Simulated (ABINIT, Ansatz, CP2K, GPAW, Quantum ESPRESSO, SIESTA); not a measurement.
One structure in several programs: AgAu3 (Pm-3m, 4 atoms in the cell)

Self-consistent single point.

```
CELL_PARAMETERS angstrom
      4.12163     0.00000     0.00000
      0.00000     4.12163     0.00000
      0.00000     0.00000     4.12163
ATOMIC_POSITIONS crystal
  Ag 0.50000 0.50000 0.50000
  Au 0.50000 0.00000 0.00000
  Au 0.00000 0.50000 0.00000
  Au 0.00000 0.00000 0.50000
```

All programs got the same cell, k-point mesh and kind of occupations (in Ansatz's words: kpoints.mp_grid.grid = 6 6 6; scf.occupations.method = fermi_dirac; scf.occupations.width = 0.1 eV); potentials, basis and cutoffs are each program's usual ones.

```
code                                                                                                                                 model  pressure (GPa)  k-points       cutoff
----------------  ------------------------------------------------------------------------------------------------------------------------  --------------  --------  -----------
ABINIT                                                     LDA (PW92), norm-conserving pseudopotentials (PseudoDojo nc-sr-04 LDA standard)           -9.98        20      1170 eV
CP2K                                                  LDA (Pade form), GPW, DZVP-MOLOPT-SR-GTH basis, GTH-PADE potentials (GTH_POTENTIALS)           -4.75       112  grid 500 Ry
Ansatz                                                                                                 LDA (PW92), PAW files made with PBE           -9.76        20       420 eV
GPAW                                                                         LDA (Perdew-Wang 92), GPAW PAW datasets LDA (gpaw-data 1.0.1)           -7.79        20       600 eV
SIESTA            LDA PW92, numerical atomic orbitals DZP, PseudoDojo LDA standard norm-conserving potentials (rewritten from UPF to PSML)          -13.04       132  grid 300 Ry
Quantum ESPRESSO                                                                       LDA (PZ), GBRV 1.5 ultrasoft (LDA) pseudopotentials          -10.38        20        40 Ry
```

The spread over the programs that give each value: pressure within 8.29 GPa.

The starting cell comes from a database of computed structures (which also holds hypothetical and non-ambient phases and stackings), without a prior relaxation at this level. On Ansatz's run: Spin-orbit coupling is off. In the base run, with a pressure of about -10 GPa the cell is away from its equilibrium volume at this level.

Q: Why do the programs differ, and what cannot be compared?

A: Differences of this kind can come from the potentials, where these differ, and from what each basis and cutoff leave unconverged. The valence holds different numbers of electrons (ABINIT 76, CP2K 44, Ansatz (a first-principles code) 76, GPAW 50, SIESTA 76, Quantum ESPRESSO 52). The zero of total energies and Fermi levels follows the potentials and each program's conventions, so they are not compared here. CP2K and SIESTA use small atom-centred bases, whose incompleteness enters pressures, forces and empty levels differently from a plane-wave cutoff. Ansatz's pressure is given at a fixed set of plane waves, as the other plane-wave codes print theirs; with its correction for the finite basis it is -9.71 GPa. The same LDA comes in different parametrisations, which differ slightly. The programs reduce the same mesh by symmetry to different extents, which changes the work and not the result. In the pressure, CP2K (by 5.11), GPAW (by 2.07) and SIESTA (by 3.18) lie more than 1 GPa from the median of the plane-wave programs.

Left out of this page: Elk and FLEUR (not drawn, or without a comparable value).

Keys are those of Ansatz 0.2.
